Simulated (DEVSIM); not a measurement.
System: illuminated Ge n-on-p cell, one wavelength, at 250 K.

| layer (left to right) | material | thickness (μm) | Nd (cm⁻³) | Na (cm⁻³) | τn (s) | τp (s) | absorption coefficient (cm⁻¹) |
|---|---|---|---|---|---|---|---|
| 1 | Ge | 0.270 | 2.2e18 | - | 7.8e-5 | 1.2e-5 | 7600 |
| 2 | Ge | 88.0 | - | 1.3e17 | 0.00016 | 0.00016 | 7600 |

Left contact: ohmic, minority hole recombination velocity 7e5 cm/s. Right contact: ohmic, minority electron recombination velocity 5e6 cm/s. Voltage is applied to the left contact. Recombination: SRH at mid-gap, radiative, Auger. Light enters at the left, 4.2e17 photons cm⁻² s⁻¹, one pass, no reflection. Mobility is μmin + (μ − μmin)/(1 + (N/Nref)^α).

This is a model device: material constants are rounded textbook-type values typed into the input, and sizes, dopings and lifetimes were drawn at random. Values at 300 K; Nc and Nv go as T^1.5, mobilities as T to minus their exponent, the gap by Varshni's rule with the affinity fixed.

| parameter | Ge |
|---|---|
| gap (eV) | 0.664 |
| affinity (eV) | 4 |
| permittivity | 16 |
| Nc (cm⁻³) | 1.04e19 |
| Nv (cm⁻³) | 6e18 |
| μn (cm²/Vs) | 3900 |
| μp (cm²/Vs) | 1900 |
| μn,min | 150 |
| μp,min | 100 |
| Nref,n | 2.6e17 |
| Nref,p | 4e17 |
| αn | 0.56 |
| αp | 0.6 |
| T exponent of μn | 1.66 |
| T exponent of μp | 2.33 |
| B (cm³/s) | 6.4e-14 |
| Cn (cm⁶/s) | 1e-31 |
| Cp (cm⁶/s) | 1e-31 |
| Varshni α (eV/K) | 0.000477 |
| Varshni β (K) | 235 |

Model (solved in DEVSIM): 1D drift-diffusion, Boltzmann statistics, complete ionisation; no tunnelling, impact ionisation, image-force lowering or self-heating.

Base results: potential step across the device at zero bias (V) 0.579; largest power (mW/cm²) 15.5; dark forward voltage at 1 A/cm² (V) 0.380; share of generated pairs collected at short circuit 0.941.

Question: What follows from this one change: doping Nd of layer 1 2.2e+18 → 6.6e+17 cm^-3?

Answer: potential step across the device at zero bias 0.579 → 0.553 V; largest power 15.5 → 14.2 mW/cm²; dark forward voltage at 1 A/cm² 0.380 → 0.355 V; share of generated pairs collected at short circuit 0.941 → 0.953.

Question: What follows from this one change: thickness of layer 2 88 → 150 μm?

Answer: potential step across the device at zero bias little changed (0.579 V); largest power 15.5 → 15.7 mW/cm²; dark forward voltage at 1 A/cm² little changed (0.383 V); share of generated pairs collected at short circuit little changed (0.945).

Question: What follows from this one change: thickness of layer 1 0.27 → 0.095 μm?

Answer: potential step across the device at zero bias little changed (0.579 V); largest power 15.5 → 15.8 mW/cm²; dark forward voltage at 1 A/cm² 0.380 → 0.374 V; share of generated pairs collected at short circuit 0.941 → 0.978.

Question: What follows from this one change: constant mobility in place of the doping-dependent one?

Answer: potential step across the device at zero bias little changed (0.579 V); largest power little changed (15.4 mW/cm²); dark forward voltage at 1 A/cm² 0.380 → 0.370 V; share of generated pairs collected at short circuit 0.941 → 0.967.
